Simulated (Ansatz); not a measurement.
A constructed model of the (111) surface of fcc Cu, (√3x√3)R30° layer of Ga, one a cell, in the other hollow (bottom of the slab: a bare face, its two planes held)

The numbers are results of PBE (plane waves to 420 eV, PAW; Ansatz, a quantum-chemistry and plane-wave program), not measurements.

Model: 19-atom slab, 12.7 Å thick at the start, 10x10x1 mesh, Fermi-Dirac 0.1 eV, dipole correction, 6 atoms held, the rest relaxed; start symmetry kept, larger cells not searched; no spin, no spin-orbit, no U. In PBE it is, or lies within 0.01 eV a 1x1 cell of, the lowest of the 2 structures of its composition computed so far; larger cells were not tried.

| Quantity | Result |
|---|---|
| work function of the top face | 4.19 eV |
| energy released by relaxation | 0.047 eV |
| cost | roughly 9 core-minutes |
